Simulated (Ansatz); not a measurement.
The reference is MoTe$_{2}$ (space group P6_3/mmc, No. 194; layered, stacked along the Cartesian z axis).

```xyz
6
Lattice="3.4340 0.0000 0.0000 -1.7170 2.9739 0.0000 0.0000 0.0000 13.3294" Properties=species:S:1:pos:R:3 pbc="T T T"
Te     1.7170     0.9913     5.1479
Te     0.0000     1.9826    11.8126
Te     0.0000     1.9826     8.1815
Te     1.7170     0.9913     1.5168
Mo     1.7170     0.9913     9.9971
Mo     0.0000     1.9826     3.3324
```

Cartesian axes are those of the cell as printed.

Level of theory: PBEsol-D3(BJ) (Ansatz, an electronic-structure program; PAW; 420 eV plane waves; no spin-orbit coupling).

Base values:

* **Shortest interatomic distance**: 2.688 Å

The change: the cell is compressed by 0.60 % along z with no lateral relaxation; the atoms relax in the strained cell.

Task: How does this affect the shortest interatomic distance?

Result: The shortest interatomic distance stays essentially unchanged (2.688 Å against 2.687 Å).

Task: How does this affect the stress?

Result: The stress (xx, yy, zz, yz, xz, xy; compression positive) is (0.15, 0.15, 0.63, 0.00, 0.00, 0.00) GPa.

Task: What happens to the energy relative to the base?

Result: The energy stays essentially unchanged.

No phonon test of stability was made.
